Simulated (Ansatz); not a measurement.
Data:

```
CdGeAs2
1.0
    5.65162     0.00000     0.00000
    0.00000     5.65162     0.00000
    2.82581    -2.82581     5.97964
Cd Ge As
2 2 4
Direct
  0.25000   0.25000   0.50000
  0.00000   0.00000   0.00000
  0.75000   0.75000   0.50000
  0.50000   0.50000   0.00000
  0.39761   0.62500   0.75000
  0.85239   0.12500   0.75000
  0.12500   0.39761   0.25000
  0.62500   0.85239   0.25000
```

No spin polarisation.

Level of theory: PBEsol (Ansatz, a program for electronic structure), no spin-orbit coupling, earlier PAW set. Γ-centred 8×8×8 mesh, Fermi–Dirac width 0.05 eV.

Predict the pressure and space group.

The pressure (mean of the normal stresses, compression positive) is 3.0 GPa and the space group is I-42d (No. 122).

The mesh was chosen for an insulator and is coarse for the gapless case. The cells carry an imposed strain or load. Stability against distortions was not tested. The final runs are not spin-polarised. The cell was made from CdGeAs2 in the chalcopyrite structure (space group I-42d, No. 122) by this change: biaxial strain −4.89 %, plane normal [001], relaxed out of plane.
